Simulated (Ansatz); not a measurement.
Take LiNbO₃ (space group R3c, No. 161) as the base.

```cif
data_Li6Nb6O18
_chemical_formula_sum 'Li6 Nb6 O18'
_space_group_name_H-M_alt 'R3c :H'
_space_group_IT_number 161
_space_group_name_Hall 'R 3 -2"c'
_cell_length_a 5.18987
_cell_length_b 5.18987
_cell_length_c 14.01641
_cell_angle_alpha 90.000
_cell_angle_beta 90.000
_cell_angle_gamma 120.000
loop_
_atom_site_label
_atom_site_type_symbol
_atom_site_symmetry_multiplicity
_atom_site_Wyckoff_symbol
_atom_site_fract_x
_atom_site_fract_y
_atom_site_fract_z
_atom_site_occupancy
Li1 Li 6 a 0.00000 0.00000 0.29736 1
Nb1 Nb 6 a 0.00000 0.00000 0.01619 1
O1 O 18 b 0.04723 0.34208 0.07891 1
```
(The calculation used a cell of 10 atoms; values per cell refer to that cell.)

Calculations: PBE (Ansatz, a quantum-chemistry and plane-wave program, PAW, no spin-orbit coupling), earlier PAW set.

Base values:

```
Property              Result
-------------------  -------
Lattice parameter a  5.190 Å
c/a ratio              2.701
```

Modification: cell and atoms relaxed at a pressure of 4.2 GPa.

Task: Estimate the effect on the lattice parameter a.

Result: The lattice parameter a shrinks by 0.068 Å to 5.122 Å.

Task: Estimate the effect on the c/a ratio.

Result: The c/a ratio goes up by 0.007, from 2.701 to 2.708.

Load acts through the strain it causes; cell and atoms are relaxed under it. No phonon test of stability was made.
